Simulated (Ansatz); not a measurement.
**Sc: energy against strain**

Sc (hcp, P6_3/mmc, 23.715 Å³/atom at rest, c along z) under a strain ε along a direction in the basal plane (axis x), the other axes held. PBEsol in Ansatz, a plane-wave DFT program (PAW, default set), 420 eV, 20×20×12 Γ-centred mesh, Fermi-Dirac smearing 0.10 eV; ions are relaxed within the symmetry of each cell.

Here s stands for strain and y for E less E0.

| strain (%) | E less E0 (meV/atom) |
|---|---|
| -1.50 | 1.72 |
| -1.00 | 0.73 |
| -0.50 | 0.17 |
| 0.00 | 0.00 |
| 0.50 | 0.23 |
| 1.00 | 0.84 |
| 1.50 | 1.83 |
| 3.00 | ? |

Fit y of the 7 rows that show it with a parabola. Least squares gives y = 0.000 + 0.0436·s + 0.7881·s². Residuals (row less fit): 0.012, -0.015, -0.005, 0.000, 0.011, 0.008, -0.009; standard error 0.013 (degrees of freedom: 4). Twice the quadratic coefficient over the volume, 2 × 0.7881 meV × 10⁴ × 0.1602 / 23.715 Å³, is the elastic constant C11 = 106 ± 0.8 GPa.

Q: Predict the withheld y at s = 3.00 from the fit, and compare with the calculation.

A: y = 0.000 + 0.0436 × 3.0 + 0.7881 × 3.0² = 7.224 meV/atom. The calculation gives 6.90 meV/atom, 0.324 meV/atom below the prediction (4.7 % of the range of y in the table). The row lies outside the fitted rows, so this is an extrapolation. From the scatter of the fitted rows alone, a prediction at this place has a standard error of 0.049 meV/atom, so the miss is 6.6 times that.

One order more, fitted to all 13 runs of the series, follows each within 0.01, so the miss is the next term of a smooth law. In a metal these values are sensitive to mesh and smearing; energies are taken to zero smearing, stresses follow the free energy. Rows are the converged runs of the series near zero and its far end; series whose fitted rows scatter by over a few per cent of the range, as at a crossing or softening among them, aren't shown in this form. Most that stay on the fit to the last digits aren't either.
